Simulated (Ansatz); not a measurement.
Input and output of a self-consistent single point for Ti₄Ru (Fmmm, 5 atoms in the cell) (Ansatz, a first-principles code).

Level of theory: PBEsol, PAW files made with PBE (plane waves; Ansatz).

```
Ti4Ru
1.0
    0.00000     2.42301    11.28828
    1.58978     0.00000    11.28828
    1.58978     2.42301     0.00000
Ti Ru
4 1
Direct
  0.40962   0.40962   0.59038
  0.59038   0.59038   0.40962
  0.80307   0.80307   0.19693
  0.19693   0.19693   0.80307
  0.00000   0.00000   0.00000
```

Reference input (self-consistent single point, DFT, PBEsol, plane waves, PAW files made with PBE): basis.ecutwfc = 420 eV; kpoints.mp_grid.grid = 9 9 9; hamiltonian.xc = pbesol; hamiltonian.pseudopotentials = {kind: paw} (the program's default PAW files); scf.occupations.method = gaussian; scf.occupations.width = 0.136 eV. This run's input differs from it in these lines:

Ansatz 0.2 input:
```diff
@@ -12,3 +12,3 @@
 basis:
-  ecutwfc: 420.0
+  ecutwfc: 840.0
 kpoints:
```

The program printed (abridged):

```
SCF iter   1: F=—  HF=-15738.211982 eV  |F-HF|=—  |Δ(HF+E_count)|=         —  Δρ=3.19e-1  dr2=7.93e2  ethr=3.10e-3  ⟨swp⟩=4.6  Hψ=16143  notcnv=0
all-band conjugate gradients solve this SCF's bands
preconditioner: auto → Kerker (q_TF=auto, 2.592 Å⁻¹)
SCF iter   2: F=—  HF=-15714.664015 eV  |F-HF|=—  |Δ(HF+E_count)|=    2.35e1  Δρ=1.15e-1  dr2=3.84e1  ethr=3.10e-3  ⟨swp⟩=8.5  Hψ=25779  notcnv=0  defer=61
   [... lines left out ...]
SCF iter  12: F=—  HF=-15712.455639 eV  |F-HF|=—  |Δ(HF+E_count)|=   1.19e-7  Δρ=1.08e-5  dr2=4.19e-7  ethr=4.64e-9  ⟨swp⟩=1.0  Hψ=4811  notcnv=0  defer=73
SCF iter  13: F=-15712.455639 eV  HF=-15712.455639 eV  |F-HF|=6.27e-9  |Δ(HF+E_count)|=   1.40e-8  Δρ=1.32e-6  dr2=6.49e-9  ethr=1.56e-10  ⟨swp⟩=13.7  Hψ=24347  notcnv=0
the search or the solves at the SCF's close seem to have found levels that the self-consistency loop had missed (the run counts 1) …
SCF 1 converged in 13 iterations: F = -15712.455639 eV  dr2 = 6.49e-9
Free energy (F): -15712.455639 eV
Internal energy: -15712.375013 eV  (E = F + TS)
E sigma→0 (E₀):  -15712.415326 eV
Entropy (-TS):   -0.080625 eV (-16.125 meV/atom)
Fermi energy:    13.792879 eV
--- Forces (eV/Å), atoms counted from 1 ---
  atom   1  Ti     0.00000000     0.00000000     0.57004148
  atom   2  Ti     0.00000000     0.00000000    -0.57004148
  atom   3  Ti     0.00000000     0.00000000    -0.01843492
  atom   4  Ti     0.00000000     0.00000000     0.01843492
  atom   5  Ru     0.00000000     0.00000000     0.00000000
--- Stress (GPa, compression-positive) ---
      -13.038335       0.000000       0.000000
        0.000000     -11.918485       0.000000
        0.000000       0.000000     -13.176146
  P = ⅓ Tr σ = -12.7110 GPa (-127.110 kbar)
  The stress holds the Pulay correction. Without it, at fixed plane waves, as pw.x and ABINIT print it: P = -12.7137 GPa
```

The run converged in 13 iterations. Against the reference run the free energy goes down by 2.0 meV/atom, the pressure hardly changes (-12.69 to -12.71 GPa) and the largest force moves little (0.567 to 0.570 eV/Å).

The starting cell comes from a database of computed structures (which also holds hypothetical and non-ambient phases and stackings), without a prior relaxation at this level. Its lattice was rescaled by a random factor within 2.5 % of one. Spin polarisation is off. Ansatz's pressure includes its estimate of the finite-basis (Pulay) stress.

Cost on one core of a shared machine: roughly 80 s.
